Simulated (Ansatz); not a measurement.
# CdS, response to strain

The reference is CdS in the wurtzite structure (space group P6_3mc, No. 186; a = 4.074 Å, c = 6.637 Å). Axes: x lies along a and z along c of the hexagonal cell.

Strains are applied to the cell and any free atomic positions relax.

The values are results of LDA/PAW in Ansatz (an electronic-structure program), no spin-orbit coupling, not measurements.

Notes on the quantities. energy relative to the base: free energy F; pressure: mean of the normal stresses, compression positive.

```
change                          shortest interatomic distance  width of the top valence band  energy relative to the base  band gap  pressure
------------------------------  -----------------------------  -----------------------------  ---------------------------  --------  --------
base                                                  2.491 Å                        1.87 eV                   0 meV/atom   1.03 eV  0.00 GPa
uniaxial strain ε_zz = −3.00 %                        2.468 Å                        1.97 eV                +7.1 meV/atom   1.13 eV  2.18 GPa
uniaxial strain ε_zz = −2.40 %                        2.473 Å                        1.94 eV                +4.5 meV/atom   1.12 eV  1.73 GPa
uniaxial strain ε_zz = −1.80 %                        2.478 Å                        1.92 eV                +2.6 meV/atom   1.10 eV  1.28 GPa
uniaxial strain ε_zz = −1.20 %                        2.482 Å                        1.90 eV                +1.1 meV/atom   1.08 eV  0.84 GPa
uniaxial strain ε_zz = −0.60 %                        2.487 Å                        1.88 eV                +0.3 meV/atom   1.05 eV  0.42 GPa
```

Whether these cells are dynamically stable was not tested.
